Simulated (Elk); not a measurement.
Input and output of a self-consistent single point for La2AsI2 (P-3m1, 5 atoms in the cell) (Elk)

Level of theory: LDA (PW92), all-electron FP-LAPW, Elk's shipped species files, APW+lo basis with extra local orbitals run with Elk.

Input:

```
tasks
  0

xctype
  3

rgkmax
  7.5

gmaxvr
  14.0

nxlo
  2

lorbcnd
  .true.

lmaxi
  2

stype
  3

swidth
  0.00367493

scale
  1.889726125

avec
    4.4768157783    0.0000000515    0.0000000000
   -2.2384079337    3.8770361663    0.0000000000
    0.0000000000    0.0000000000   11.3419630000

atoms
  3   : nspecies
  'La.in'   : spfname
  2   : natoms; atposl, bfcmt below
  0.3333333333  0.6666666667  0.1480600000    0.0 0.0 0.0
  0.6666666667  0.3333333333  0.8519400000    0.0 0.0 0.0
  'As.in'   : spfname
  1   : natoms; atposl, bfcmt below
  0.0000000000  0.0000000000  0.0000000000    0.0 0.0 0.0
  'I.in'   : spfname
  2   : natoms; atposl, bfcmt below
  0.3333333333  0.6666666667  0.6648300000    0.0 0.0 0.0
  0.6666666667  0.3333333333  0.3351700000    0.0 0.0 0.0

ngridk
  6 6 2
```

Log, with long lists cut:

```
│ Elk code version 10.2.4 │

All units are atomic (Hartree, Bohr, etc.)

│ Ground-state run starting from atomic densities │

Lattice vectors :
   8.459955733      0.9732089544E-07   0.000000000
  -4.229977951       7.326536531       0.000000000
   0.000000000       0.000000000       21.43320379

Unit cell volume      :    1328.476591
Brillouin zone volume :   0.1867177902

Muffin-tin inner radius fraction :   0.1000000000E-01

Nuclei treated as point charges

Species :    1 (La)
 parameters loaded from : La.in
 name : lanthanum
 nuclear charge    :   -57.00000000
 electronic charge :    57.00000000
 atomic mass :    253209.2364
 muffin-tin radius :    2.800000000
 number of radial points in muffin-tin :    697
 atomic positions (lattice), magnetic fields (Cartesian) :
   1 :   0.33333333 -0.33333333  0.14806000    0.00000000  0.00000000  0.00000000
   2 :  -0.33333333  0.33333333 -0.14806000    0.00000000  0.00000000  0.00000000

Species :    2 (As)
 parameters loaded from : As.in
 name : arsenic
 nuclear charge    :   -33.00000000
 electronic charge :    33.00000000
 atomic mass :    136573.7219
 muffin-tin radius :    2.400000000
 number of radial points in muffin-tin :    497
 atomic positions (lattice), magnetic fields (Cartesian) :
   1 :   0.00000000  0.00000000  0.00000000    0.00000000  0.00000000  0.00000000

Species :    3 (I)
 parameters loaded from : I.in
 name : iodine
 nuclear charge    :   -53.00000000
 electronic charge :    53.00000000
 atomic mass :    231332.6970
 muffin-tin radius :    2.600000000
 number of radial points in muffin-tin :    597
 atomic positions (lattice), magnetic fields (Cartesian) :
   1 :   0.33333333 -0.33333333 -0.33517000    0.00000000  0.00000000  0.00000000
   2 :  -0.33333333  0.33333333  0.33517000    0.00000000  0.00000000  0.00000000

Total number of atoms per unit cell :    5

Spin treatment :
 spin-unpolarised

Number of Bravais lattice symmetries :   24
   [... lines left out ...]
 potential will be trimmed for |G| > 2 gkmax
Constant for pseudocharge density :   10
Radial integration step length :    4

G-vector grid sizes :     40    40    96
Number of G-vectors :    61457

Maximum angular momentum used for
 APW functions                      :    8
 outer part of muffin-tin           :    6
 inner part of muffin-tin           :    2

Total nuclear charge    :   -253.0000000
Total core charge       :    182.0000000
Total valence charge    :    71.00000000
Total excess charge     :    0.000000000
Total electronic charge :    253.0000000

Effective Wigner radius, rₛ :    1.078238724

Number of empty states         :   20
Total number of valence states :   56
Total number of core states    :  182

Conduction state local-orbitals added automatically
Total number of local-orbitals :  396

Exchange-correlation functional :      3     0     0
 Perdew-Wang/Ceperley-Alder, Phys. Rev. B 45, 13244 (1992)
 gradient requirement :    0
 local density approximation (LDA)

Smearing type :    3
 Fermi-Dirac
Smearing width :   0.3674930000E-02
Effective electronic temperature (K) :    1160.451112

Mixing type :    3
 Broyden mixing, J. Phys. A: Math. Gen. 17, L317 (1984)

Kohn-Sham potential initialised from atomic data
│ Self-consistent loop started │
│ Loop number : 1 │
 total energy                :     -33504.1956193
│ Loop number : 2 │
 total energy                :     -33503.4953999
RMS change in Kohn-Sham potential (target) :   0.1728532260     (  0.1000000000E-05)
Absolute change in total energy (target)   :   0.7002194076     (  0.1000000000E-03)
│ Loop number : 3 │
 total energy                :     -33501.4383255
RMS change in Kohn-Sham potential (target) :   0.1619492043     (  0.1000000000E-05)
Absolute change in total energy (target)   :    2.232129263     (  0.1000000000E-03)
│ Loop number : 4 │
 total energy                :     -33496.3890665
RMS change in Kohn-Sham potential (target) :   0.1378395494     (  0.1000000000E-05)
Absolute change in total energy (target)   :    5.607291292     (  0.1000000000E-03)
│ Loop number : 5 │
 total energy                :     -33479.1148979
RMS change in Kohn-Sham potential (target) :   0.5684176074E-01 (  0.1000000000E-05)
Absolute change in total energy (target)   :    18.67599148     (  0.1000000000E-03)
   [... lines left out ...]
Absolute change in total energy (target)   :   0.1185721258E-01 (  0.1000000000E-03)
│ Loop number : 13 │
 total energy                :     -33467.4737158
RMS change in Kohn-Sham potential (target) :   0.6056811799E-05 (  0.1000000000E-05)
Absolute change in total energy (target)   :   0.1367841658E-02 (  0.1000000000E-03)
│ Loop number : 14 │
 total energy                :     -33467.4735008
RMS change in Kohn-Sham potential (target) :   0.1520453666E-05 (  0.1000000000E-05)
Absolute change in total energy (target)   :   0.5570327412E-03 (  0.1000000000E-03)
│ Loop number : 15 │
 total energy                :     -33467.4737739
RMS change in Kohn-Sham potential (target) :   0.4996814013E-06 (  0.1000000000E-05)
Absolute change in total energy (target)   :   0.1338908114E-03 (  0.1000000000E-03)
│ Loop number : 16 │
 total energy                :     -33467.4738093
RMS change in Kohn-Sham potential (target) :   0.2460638230E-06 (  0.1000000000E-05)
Absolute change in total energy (target)   :   0.6886386109E-04 (  0.1000000000E-03)
Convergence targets achieved

│ Loop number : 17 │

Energies :
 Fermi                       :     0.188772935678
 sum of eigenvalues          :     -20463.9156196
 electron kinetic            :      35551.6305449
 core electron kinetic       :      34877.3437111
 Coulomb                     :     -68191.3099391
 Coulomb potential           :     -54917.6474602
 nuclear-nuclear             :     -2280.00357206
 electron-nuclear            :     -76904.9652738
 Hartree                     :      10993.6589068
 Madelung                    :     -40732.4862089
 xc potential                :     -1097.89870427
 exchange                    :     -803.578454399
 correlation                 :     -24.2130762091
 electron entropic           :    -0.291373082948E-02
 total energy                :     -33467.4738385

Density of states at Fermi energy :    69.54678295
 (states/Hartree/unit cell)

Estimated indirect band gap :   0.5479243527E-02
 from k-point     13 to k-point     12
Estimated direct band gap   :   0.3083511787E-01
 at k-point     13

Charges :
 core                        :    182.0000000
 valence                     :    71.00000000
 interstitial                :    10.55651466
 muffin-tins (core leakage)
  species :    1 (La)
   atom    1                 :    54.49000994     (  0.2247942950E-03)
   atom    2                 :    54.49000994     (  0.2247942950E-03)
  species :    2 (As)
   atom    1                 :    31.57545120     (  0.1476411826E-03)
  species :    3 (I)
   atom    1                 :    50.94400713     (  0.2049023478E-03)
   atom    2                 :    50.94400713     (  0.2049023478E-03)
 total in muffin-tins        :    242.4434853
 total calculated charge     :    252.9868977
 total charge                :    253.0000000
 error                       :   0.1310227401E-01

│ Self-consistent loop stopped │
```

The run converged in 17 iterations. The count includes the last loop, which Elk runs after its targets are met.

The starting cell comes from a database of computed structures (which also holds hypothetical and non-ambient phases and stackings), without a prior relaxation at this level. Its lattice was rescaled by a random factor within 2.5 % of one. Spin-orbit coupling is off. Values depend on the basis (sphere radii, cutoffs, local orbitals), which need not be converged. The log's line on a gap gives a spacing of levels on this mesh, which the program prints for metals too.
